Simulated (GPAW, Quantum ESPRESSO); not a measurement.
A GPAW input for a self-consistent single point of MoPd (R-3m, 2 atoms in the cell) (DFT PBEsol, plane waves, GPAW PAW datasets PBEsol (made by gpaw-setup)):

```python
from ase import Atoms
from ase.units import GPa
from gpaw import GPAW

atoms = Atoms(['Mo', 'Pd'],
              cell=[[1.359917, 0.785149, 4.551875],
                    [-1.359917, 0.785149, 4.551875],
                    [0.000000, -1.570296, 4.551875]],
              scaled_positions=[[0.000000, 0.000000, 0.000000],
                                [0.500000, 0.500000, 0.500000]],
              pbc=True)

calc = GPAW(mode={'name': 'pw', 'ecut': 550},
            xc='PBEsol',
            kpts={'size': (14, 14, 14), 'gamma': True},
            occupations={'name': 'methfessel-paxton', 'width': 0.05, 'order': 0},
            nbands=-8,
            convergence={'density': 1e-05},
            symmetry={'symmorphic': False, 'tolerance': 0.0005},
            maxiter=120)

atoms.calc = calc

energy = atoms.get_potential_energy()
print('Energy (eV):', round(energy, 6))
forces = atoms.get_forces()
print('Forces (eV/Ang):')
print(forces.round(5))
stress = atoms.get_stress()
print('Stress (GPa, Voigt):', (stress / GPa).round(4))
```

Task: Give the Quantum ESPRESSO input for the same structure, mesh, smearing and functional.

Result: This is the input that was run; spellings and numerical settings could be chosen otherwise.

```fortran
&control
    calculation = 'scf',
    prefix = 'scf',
    outdir = './work',
    pseudo_dir = './',
    tprnfor = .true.,
    tstress = .true.,
/
&system
    ibrav = 5,
    A = 4.81512180,
    cosAB = 0.8404708013,
    nat = 2,
    ntyp = 2,
    ecutwfc = 40,
    ecutrho = 320,
    occupations = 'smearing',
    smearing = 'gauss',
    degauss = 0.0036749,
/
&electrons
    conv_thr = 1.0d-9,
/
ATOMIC_SPECIES
Mo    95.9500  mo_pbesol_v1.uspp.F.UPF
Pd   106.4200  pd_pbesol_v1.4.uspp.F.UPF
ATOMIC_POSITIONS crystal
Mo    0.00000000    0.00000000    0.00000000
Pd    0.50000000    0.50000000    0.50000000
K_POINTS automatic
14 14 14  0 0 0
```

Basis, cutoffs, solver keys and any potentials are the target program's own. This input uses DFT, PBEsol, plane waves, GBRV 1.5 ultrasoft (PBESOL) pseudopotentials. Both were run: pressure 3.74 GPa in GPAW and 4.08 in Quantum ESPRESSO.

On Quantum ESPRESSO: the starting cell comes from a database of computed structures (which also holds hypothetical and non-ambient phases and stackings), without a prior relaxation at this level. For this run, on top of that: lattice scaled by 0.98. Spin polarisation is off. With a pressure of about 4 GPa the cell is away from its equilibrium volume at this level.

On GPAW: the starting cell comes from a database of computed structures (which also holds hypothetical and non-ambient phases and stackings), without a prior relaxation at this level. For this run, on top of that: lattice scaled by 0.98. Spin polarisation is off. With a pressure of about 4 GPa the cell is away from its equilibrium volume at this level.
